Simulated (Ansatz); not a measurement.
Start from GaP in the zinc blende structure (space group F-43m, No. 216; a = 5.3914 Å). Axes: x, y, z lie along the cube axes.

Method: Kohn–Sham DFT with the LDA functional, run in Ansatz (a first-principles code) with PAW and 420 eV plane waves, no spin-orbit coupling.

Base values:

The valence-band top at Γ is 0.00, 0.00, 0.00 eV and the band gap comes out as 1.38 eV.

Now apply this change: the cell is compressed by 1.50 % along z with no lateral relaxation, atoms relaxed at fixed cell.

**Question.** Predict the new valence-band top at Γ.

**Answer.** The valence-band top at Γ (three highest levels, from the VBM) goes from 0.00, 0.00, 0.00 eV to 0.00, -0.09, -0.09 eV.

**Question.** What does the calculation give for the band gap after the change?

**Answer.** The band gap falls by 0.17 eV to 1.21 eV.

The cells carry an imposed strain or load. Whether these cells are dynamically stable was not tested.
